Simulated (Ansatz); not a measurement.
**Cr: Cr → B**

Take Cr in the bcc (W type) structure (space group Im-3m, No. 229; a = 2.8309 Å; non-magnetic) as the base.

It is then changed as follows: full substitution Cr → B, then cell and atoms are relaxed.

Level of theory: Ansatz (a quantum-chemistry and plane-wave program), r2SCAN, PAW, cutoff 500 eV, no spin-orbit coupling, earlier PAW set. k-mesh 28×28×28 (Γ-centred); smearing 0.05 eV (Fermi–Dirac), for the changed cell.

The volume per atom falls by 5.31 Å³, from 11.34 Å³ to 6.03 Å³ and the density drops by 4.636 g/cm³ (7.61 g/cm³ → 2.98 g/cm³). The lattice parameter a falls by 1.0153 bohr (5.350 bohr → 4.334 bohr) and the space group stays Im-3m (No. 229). The shortest interatomic distance drops by 0.879 bohr, from 4.633 bohr to 3.754 bohr and the band gap stays zero.

Whether these cells are dynamically stable was not tested. As relaxed here, B is a hypothetical phase, not in the database extracts checked. Starting moments died away, wholly or in part, for the base; another magnetic solution may exist. The final runs are not spin-polarised. Real Cr is antiferromagnetic at low temperature and ambient pressure, an order that this cell doesn't hold.
